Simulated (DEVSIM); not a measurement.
Device: Schottky contact on n-type Si, at 300 K.

| layer (left to right) | material | thickness (μm) | Nd (cm⁻³) | τn (s) | τp (s) |
|---|---|---|---|---|---|
| 1 | Si | 4.50 | 2.2e16 | 4.8e-5 | 4.8e-5 |

Left contact: Schottky, work function 4.78 eV, emission velocity 1.8e6 cm/s. Right contact: ohmic. Voltage is applied to the left contact. Recombination: SRH at mid-gap. Mobility is constant in doping.

The device is made up for the run: typed textbook-type constants, with dimensions and the other settings drawn at random. Values at 300 K.

```
parameter           Si
-------------  -------
gap (eV)         1.124
affinity (eV)     4.05
permittivity      11.7
Nc (cm⁻³)      2.86e19
Nv (cm⁻³)       3.1e19
μn (cm²/Vs)       1417
μp (cm²/Vs)        470
```

DEVSIM, 1D drift-diffusion, Boltzmann statistics, complete ionisation; no tunnelling, impact ionisation, image-force lowering or self-heating. Metal contacts follow the ideal Schottky-Mott rule: no Fermi-level pinning, no interface dipoles.

The metal work function was swept, all else fixed.

```tsv
metal work function (eV)	largest field in the device at zero bias (V/cm)	dark forward voltage at 1 A/cm² (V)	potential step across the device at zero bias (V)	dark forward voltage at 100 A/cm² (V)
4.63	50000	0.169	0.395	0.298
4.68	53000	0.219	0.445	0.348
4.73	56000	0.269	0.495	0.398
4.78	59000	0.319	0.545	0.448
4.83	62000	0.369	0.595	0.498
4.88	65000	0.419	0.645	0.548
4.93	67000	0.469	0.695	0.598
4.98	71000	0.519	0.745	0.648
```

From the first row to the last the largest field in the device at zero bias goes from 50000 to 71000. From the first row to the last the dark forward voltage at 1 A/cm² goes from 0.169 to 0.519.
